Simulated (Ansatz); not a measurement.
# ZnCu2SnSe4: biaxial strain −1.79 %, plane normal [001], relaxed out of plane

Start from ZnCu$_{2}$SnSe$_{4}$ (space group I-4, No. 82; a = 5.6990 Å, c = 11.3822 Å). Axes: x, y, z lie along a, b, c of the conventional cell.

The change: biaxial strain −1.79 %, plane normal [001], relaxed out of plane (Cartesian); in-plane vectors clamped, the third vector and the atoms free.

Calculations: DFT with r2SCAN, PAW potentials and a 500 eV plane-wave cutoff in Ansatz (a quantum-chemistry and plane-wave program), spin-orbit coupling left out, earlier PAW set. k-mesh 8×8×8 (Γ-centred); smearing 0.05 eV (Fermi–Dirac).

| quantity | base | changed | shift |
|---|---|---|---|
| volume per atom | 23.10 Å³ | 22.77 Å³ | -0.33 Å³ |
| shortest interatomic distance | 241.1 pm | 239.9 pm | -1.2 pm |
| energy relative to the base (free energy F) | 0 meV/atom | +3.5 meV/atom | +3.5 meV/atom |
| pressure (mean of the normal stresses, compression positive) | 0.00 GPa | 0.93 GPa | +0.93 GPa |
| band gap (uncertain: the Fermi level lies in a band; both cells) | 0.07 eV | 0.09 eV | +0.02 eV |
| out-of-plane strain | – | +2.19 % | – |
| ratio −ε⊥/ε∥ | – | 1.22 | – |
| mean in-plane stress (compression positive) | – | +1.4 GPa | – |

Final structure (turned so that z lies along the plane normal):

```
ZnCu2SnSe4
1.0
    5.59699     0.00000     0.00000
    0.00000     5.59699     0.00000
    2.79850    -2.79850     5.81582
Cu Zn Sn Se
2 1 1 4
Direct
  0.00000   0.00000   0.00000
  0.25000   0.25000   0.50000
  0.75000   0.75000   0.50000
  0.50000   0.50000   0.00000
  0.89760   0.11073   0.74065
  0.36175   0.62992   0.74065
  0.11073   0.36175   0.25935
  0.62992   0.89760   0.25935
```

Stability against distortions was not tested. All final runs are without spin polarisation. The zero or small gap of ZnCu2SnSe4 can change with the level of theory.
